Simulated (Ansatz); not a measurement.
**Ba: tensor shear ε_xy = +1.14 %**

Take Ba in the bcc (W type) structure (space group Im-3m, No. 229; a = 4.882 Å; relaxed with 0.1 eV smearing) as the base. Axes: x, y, z lie along the cube axes.

One thing is altered: a pure shear with ε_xy = ε_yx = 0.0114; the atoms relax in the strained cell.

Method: PBEsol in Ansatz (plane waves to 420 eV, PAW, no SOC). Γ-centred 19×19×19 mesh, Fermi–Dirac width 0.1 eV.

| quantity | base | changed | shift |
|---|---|---|---|
| volume per atom | 58.17 Å³ | 58.17 Å³ | -0.008 Å³ |
| shortest interatomic distance | 7.989 bohr | 7.929 bohr | -0.0606 bohr |
| energy relative to the base (free energy F) | 0 meV/atom | +1.1 meV/atom | +1.1 meV/atom |
| pressure (mean of the normal stresses, compression positive) | 0.0 GPa | 0.0 GPa | 0.0 GPa |
| band gap | zero | zero | – |
| stress (xx, yy, zz, yz, xz, xy; compression positive) | – | (0.0, 0.0, 0.0, 0.0, 0.0, -0.3) GPa | – |

Stability against distortions was not tested.

Ansatz is a first-principles code.
